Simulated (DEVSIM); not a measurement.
Structure: Schottky contact on p-type In0.53Ga0.47As, at 250 K.

```csv
layer (left to right),material,thickness (μm),Na (cm⁻³),τn (s),τp (s)
1,In0.53Ga0.47As,7.80,3.1e15,4.3e-9,4.3e-9
2,In0.53Ga0.47As,49.0,1e18,4.3e-9,4.3e-9
```

Left contact: Schottky, work function 4.66 eV, emission velocity 5.6e6 cm/s. Right contact: ohmic. Voltage is applied to the left contact. Recombination: SRH at mid-gap, radiative, Auger. Mobility is constant in doping. Where it depends on doping, it is μmin + (μ − μmin)/(1 + (N/Nref)^α).

Constants are typed, rounded textbook-type inputs, not results; the design itself was drawn at random and stands for no fabricated device. Values at 300 K; Nc and Nv go as T^1.5, mobilities as T to minus their exponent, the gap by Varshni's rule with the affinity fixed. The table also holds parameters that only a changed run uses.

| parameter | In0.53Ga0.47As |
|---|---|
| gap (eV) | 0.74 |
| affinity (eV) | 4.51 |
| permittivity | 13.9 |
| Nc (cm⁻³) | 2.1e17 |
| Nv (cm⁻³) | 7.7e18 |
| μn (cm²/Vs) | 12000 |
| μp (cm²/Vs) | 300 |
| μn,min | 300 |
| μp,min | 10 |
| Nref,n | 1.3e17 |
| Nref,p | 4.9e17 |
| αn | 0.48 |
| αp | 0.4 |
| T exponent of μn | 1.6 |
| T exponent of μp | 1.6 |
| B (cm³/s) | 9.6e-11 |
| Cn (cm⁶/s) | 5e-29 |
| Cp (cm⁶/s) | 5e-29 |
| Varshni α (eV/K) | 0.00035 |
| Varshni β (K) | 190 |

Model (solved in DEVSIM): 1D drift-diffusion, Boltzmann statistics, complete ionisation; no tunnelling, impact ionisation, image-force lowering or self-heating. Metal contacts follow the ideal Schottky-Mott rule: no Fermi-level pinning, no interface dipoles.

Base results: potential step across the device at zero bias (V) 0.566; dark forward voltage at 100 A/cm² (V) 0.679; dark forward voltage at 1 A/cm² (V) 0.295.

Question: What follows from this one change: doping Na of layer 1 3.1e+15 → 3.1e+16 cm^-3?

Answer: potential step across the device at zero bias little changed (0.566 V); dark forward voltage at 100 A/cm² 0.679 → 0.430 V; dark forward voltage at 1 A/cm² 0.295 → 0.279 V.

Question: What follows from this one change: doping Na of layer 2 1e+18 → 3e+17 cm^-3?

Answer: potential step across the device at zero bias 0.566 → 0.541 V; dark forward voltage at 100 A/cm² 0.679 → 0.702 V; dark forward voltage at 1 A/cm² little changed (0.295 V).

Question: What follows from this one change: minority lifetime in layer 1 4.3e-09 → 1.3e-10 s?

Answer: potential step across the device at zero bias little changed (0.566 V); dark forward voltage at 100 A/cm² 0.679 → 0.734 V; dark forward voltage at 1 A/cm² little changed (0.294 V).

Question: What follows from this one change: thickness of layer 2 49 → 17 μm?

Answer: potential step across the device at zero bias little changed (0.566 V); dark forward voltage at 100 A/cm² 0.679 → 0.674 V; dark forward voltage at 1 A/cm² little changed (0.295 V).

Question: What follows from this one change: metal work function 4.66 → 4.61 eV?

Answer: potential step across the device at zero bias 0.566 → 0.616 V; dark forward voltage at 100 A/cm² 0.679 → 0.593 V; dark forward voltage at 1 A/cm² 0.295 → 0.344 V.

Question: What follows from this one change: doping-dependent mobility in place of the constant one?

Answer: potential step across the device at zero bias little changed (0.566 V); dark forward voltage at 100 A/cm² 0.679 → 0.719 V; dark forward voltage at 1 A/cm² little changed (0.297 V).
